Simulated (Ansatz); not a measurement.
# ZnO with two functionals, electrons 7.0×10^21 cm⁻³

The reference is ZnO in the wurtzite structure (space group P6_3mc, No. 186; a = 3.2799 Å, c = 5.2941 Å).

(Cell as relaxed with PBE.)

Levels (all Ansatz, a first-principles code, PAW, earlier PAW set): PBE (420 eV, scalar-relativistic without spin-orbit coupling); r2SCAN (500 eV, scalar-relativistic without spin-orbit coupling).

Each level relaxes its own structure.

```csv
base,PBE,r2SCAN
volume per atom,12.33 Å³,11.81 Å³
lattice parameter a,3.280 Å,3.235 Å
band gap,0.74 eV,1.23 eV
```

The change: electrons 7.0×10^21 cm⁻³, on a uniform background at fixed cell.

```csv
quantity,PBE,r2SCAN
shift of the gap caused by the change,-0.18 eV,___
gap between the host's bands,0.56 eV,___
Fermi level relative to the doped band's edge (positive inside the band; to 0.05 eV),+2.70 eV,___
```

Problem. Predict the r2SCAN column.

Solution. 
- shift of the gap caused by the change, r2SCAN: -0.15 eV
- gap between the host's bands, r2SCAN: 1.09 eV
- Fermi level relative to the doped band's edge (positive inside the band; to 0.05 eV), r2SCAN: +2.75 eV

PBE's shift of the gap caused by the change lies 0.03 eV below r2SCAN's; PBE's gap between the host's bands lies 0.53 eV below r2SCAN's. Neither level is exact; r2SCAN is the comparison here, not a measurement.

Charged cell with a jellium background: band edges are those of the host's band count, energies are not comparable with the neutral cell, and many-body gap narrowing is missing. Gaps are read on the SCF mesh and a high-symmetry path. No phonon test of stability was made.
